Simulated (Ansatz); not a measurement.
Relaxation of the outer planes of the (10-10) surface of wurtzite AlN in its 1x1 cell (cut with top plane Al + N, bottom plane Al + N), outermost plane spacing 0.90 Å in the ideal cut.

Calculation: PBE (plane waves to 420 eV, PAW; Ansatz, a quantum-chemistry and plane-wave program).

Model: 12-atom slab, Al6N6, 6.3 Å thick at the start (thin: gaps and levels are the slab's own), 8x5x1 mesh, Fermi-Dirac 0.025 eV, dipole correction, all atoms relaxed; held to the start's symmetry, so lower structures may exist; no spin, no spin-orbit, no U.

```csv
plane,atoms,bulk spacing to the next (Å),relaxed spacing (Å),change (%),rumpling (Å)
1,Al + N,0.904,0.691,-23.6,0.23 (N outermost)
2,Al + N,1.807,1.890,4.6,0.09 (Al outermost)
```
